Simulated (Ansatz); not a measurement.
## A self-consistent single point of InSe (Cm, 4 atoms in the cell) with Ansatz

Level of theory: PBEsol, default PAW files made with PBE (plane waves; Ansatz, a first-principles code).

Input:

Ansatz 0.2 input:
```yaml
crystal:
  lattice:
    - [5.85552700, -2.06492300, 0.00000000]
    - [5.85552700, 2.06492300, 0.00000000]
    - [-1.73184800, 0.00000000, 4.79520900]
  atoms:
    - { symbol: In, position_ang: [-0.34143194, -0.00000000, 4.62060105] }
    - { symbol: In, position_ang: [10.32063840, -0.00000000, 0.22460759] }
    - { symbol: Se, position_ang: [3.39755612, -0.00000000, 1.58740599] }
    - { symbol: Se, position_ang: [6.58164988, 0.00000000, 3.20780301] }
basis:
  ecutwfc: 420.0
kpoints:
  mp_grid: { grid: [5, 5, 3] }
hamiltonian:
  xc: pbesol
  pseudopotentials: { kind: paw }
scf:
  occupations: { method: fixed }
output:
  forces: true
  eigenvalues: true
  stress: true
```

Output, abridged:

```
WARN ansatz: RAYON_NUM_THREADS=1 ignored (pool sized by the plan → 1); use --threads N
Pseudopotentials: kind: paw
Pseudopotential: In, paw, valence charge 13
Pseudopotential: Se, paw, valence charge 16
Crystal: 4 atoms, lattice volume = 115.960 Å³
Basis set: ecut = 420 eV, 2265 PW (Γ), exchange–correlation on 90×90×72 points (8 copies of the dense FFT grid, shifted against one another)
Bands: 35, of which v1, the nominal top of the filled ones, is band 29 counted from 1 (28 counted from 0)
Symmetry: 2 space group operations
Space group: Cm (ITA 8), of the structure as read, at distance tolerance 4.9e-5 Å
k-points: 24 of 75 (time reversal used)
PAW frozen core: In, regenerated for the run's functional, and the local potential with it
PAW frozen core: Se, regenerated for the run's functional, and the local potential with it
Initial density: superposition of atomic densities (neutral atoms: chi_scale 0, normalization atom), corrected by the library's trained network
Initial wavefunctions: pseudopotential atomic-orbital guess
Eigensolver: davidson
Functional: x = pbesol(κ = 0.804, μ = 0.12345679012345678), c = pbesol(β = 0.046)
SCF iter   1: F=—  HF=-21901.044204 eV  |F-HF|=—  |Δ(HF+E_count)|=         —  Δρ=3.08e-3  dr2=1.65e-2  ethr=1.77e-3  ⟨swp⟩=5.0  Hψ=2861  notcnv=0  defer=91
all-band conjugate gradients solve this SCF's bands
preconditioner: auto → Resta (q_TF=auto, 2.431 Å⁻¹)
SCF iter   2: F=—  HF=-21901.036694 eV  |F-HF|=—  |Δ(HF+E_count)|=   7.51e-3  Δρ=1.44e-3  dr2=2.38e-3  ethr=2.84e-5  ⟨swp⟩=2.8  Hψ=1661  notcnv=0  defer=96
SCF iter   3: F=—  HF=-21901.036287 eV  |F-HF|=—  |Δ(HF+E_count)|=   4.07e-4  Δρ=3.89e-4  dr2=2.25e-4  ethr=4.10e-6  ⟨swp⟩=2.0  Hψ=1307  notcnv=0  defer=96
SCF iter   4: F=—  HF=-21901.036320 eV  |F-HF|=—  |Δ(HF+E_count)|=   3.30e-5  Δρ=1.82e-4  dr2=4.54e-5  ethr=3.87e-7  ⟨swp⟩=2.0  Hψ=953  notcnv=0  defer=93
SCF iter   5: F=—  HF=-21901.036375 eV  |F-HF|=—  |Δ(HF+E_count)|=   5.50e-5  Δρ=3.20e-5  dr2=1.78e-6  ethr=7.83e-8  ⟨swp⟩=2.0  Hψ=975  notcnv=0  defer=37
SCF iter   6: F=—  HF=-21901.036376 eV  |F-HF|=—  |Δ(HF+E_count)|=   1.36e-6  Δρ=1.51e-5  dr2=3.63e-7  ethr=3.07e-9  ⟨swp⟩=2.0  Hψ=1379  notcnv=0  defer=37
SCF iter   7: F=-21901.036376 eV  HF=-21901.036376 eV  |F-HF|=1.67e-8  |Δ(HF+E_count)|=   2.48e-7  Δρ=5.59e-6  dr2=4.05e-8  ethr=1.72e-10  ⟨swp⟩=10.5  Hψ=4485  notcnv=0
SCF 1 converged in 7 iterations: F = -21901.036376 eV  dr2 = 4.05e-8
SCF converged after 7 iterations
Free energy (F): -21901.036376 eV
Harris-Foulkes:  -21901.036376 eV  (|F-HF|=1.67e-8)
Internal energy: -21901.036376 eV  (E = F + TS)
E sigma→0 (E₀):  -21901.036376 eV
Fermi energy:    6.764456 eV
--- Per-component energies (eV) ---
  E_band       = -910.915813
  E_kinetic    = 720.987759
  E_local      = -7815.409840  (includes V_loc(G=0)·N_el)
  E_nonlocal   = -448.319223
  E_hartree    = 3597.938643
  E_xc         = -632.123721
  E_vxc        = -393.938201  (∫ρ·V_xc dr)
  E_paw        = -11903.840521  (= ΣΔE_a)
  E_vpaw       = -170.109093  (= ΣTr[D̂ρ^β])
  E_aug_tail   = -0.001152  (compensation charges beyond the density's cutoff)
  E_ewald      = -5422.757026
  E_core_change = 2.488706  (= ΣΔE_core)
  E_smearing   = -0.000000  (= −TS)
  E_closure    = 0.000000  (closes the sum)
  Σ components = -21901.036376   (vs F -21901.036376, Δ=0.00e0)
--- Forces (eV/Å), atoms counted from 1 ---
  atom   1  In     0.12841819     0.00000000    -0.22337910
  atom   2  In    -0.13558199     0.00000000    -0.01948974
  atom   3  Se     0.07440324     0.00000000     0.05630720
  atom   4  Se    -0.06724459     0.00000000     0.18658836
  max |Σ_I F_I| component: 2.67e-5 eV/Å
--- Stress (GPa, compression-positive) ---
       -2.062378       0.000000       0.284140
        0.000000      -1.975291       0.000000
        0.284139       0.000000      -1.606756
  P = ⅓ Tr σ = -1.8815 GPa (-18.815 kbar)
  The stress holds the Pulay correction. Without it, at fixed plane waves, as pw.x and ABINIT print it: P = -1.9092 GPa
--- Band table (eV; the first three rows and the last of 24) ---
  k-point 0: bands = ["-40.2083", "-40.2073", "-40.1825", "-40.1761", "-40.1673", "-40.1440", "-40.1429", "-40.1239", "-40.1158", "-40.1095", "-7.5587", "-7.4590", "-7.2651", "-7.2345", "-7.1969", "-7.1957", "-7.1526", "-7.1029", "-7.0791", [...]
  k-point 1: bands = ["-40.2083", "-40.2073", "-40.1825", "-40.1761", "-40.1673", "-40.1440", "-40.1429", "-40.1239", "-40.1158", "-40.1095", "-7.5691", "-7.4572", "-7.2667", "-7.2308", "-7.1999", "-7.1963", "-7.1513", "-7.1023", "-7.0779", [...]
  k-point 2: bands = ["-40.2083", "-40.2073", "-40.1824", "-40.1761", "-40.1673", "-40.1439", "-40.1429", "-40.1239", "-40.1158", "-40.1095", "-7.5516", "-7.4552", "-7.3592", "-7.2303", "-7.2119", "-7.1772", "-7.1710", "-7.1059", "-7.0687", [...]
  k-point 23: bands = ["-40.2083", "-40.2073", "-40.1824", "-40.1761", "-40.1673", "-40.1439", "-40.1429", "-40.1239", "-40.1158", "-40.1095", "-7.5516", "-7.4146", "-7.3483", "-7.2942", "-7.2629", "-7.1772", "-7.1666", "-7.1045", "-7.0405", [...]
```

The run converged in 7 iterations.

The starting cell comes from a database of computed structures (which also holds hypothetical and non-ambient phases and stackings), without a prior relaxation at this level. Its lattice was rescaled by up to half a per cent. One atom was moved a little off its site on purpose. Ansatz's pressure includes its estimate of the finite-basis (Pulay) stress.
